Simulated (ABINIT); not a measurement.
Band structure of HgS (F-43m, 2 atoms in the cell).

```
HgS
1.0
    0.00000     2.92500     2.92500
    2.92500     0.00000     2.92500
    2.92500     2.92500     0.00000
Hg S
1 1
Direct
  0.00000   0.00000   0.00000
  0.25000   0.25000   0.25000
```

Level of theory: PBE, norm-conserving pseudopotentials (PseudoDojo nc-sr-05 PBE standard) (plane waves; ABINIT).

Settings: pseudos = [Hg.upf, S.upf]; ecut = 898 eV; occopt = 3; tsmear = 0.01 eV; ngkpt = 5 5 5; nshiftk = 1; shiftk = 0 0 0; potentials = PseudoDojo nc-sr-05 PBE standard; kptopt = 1; nstep = 80; tolvrs1 = 1e-10; ndtset = 2; getden2 = 1.

The starting cell has typed, rounded lattice constants, without a prior relaxation at this level. Spin-orbit coupling is off. The run gives no clean gap (levels at the Fermi energy touch, overlap or are partly filled at this smearing), which alone does not show that the compound is a metal.

Levels in eV from the Fermi level, bands 10 to 17:
```tsv
point	10	11	12	13	14	15	16	17
Γ	-6.20	-0.46	-0.01	-0.01	-0.01	5.99	5.99	5.99
X	-5.76	-4.87	-2.35	-2.35	3.22	3.42	8.51	10.24
W	-5.42	-5.17	-2.83	-2.33	3.81	5.29	6.75	7.87
K	-5.55	-5.12	-2.89	-1.90	3.33	4.70	8.12	8.49
L	-5.79	-5.53	-0.99	-0.99	1.59	6.74	6.74	6.92
U	-5.55	-5.12	-2.89	-1.90	3.33	4.70	8.12	8.49
```

No band crosses the Fermi level by more than 0.03 eV along this path.
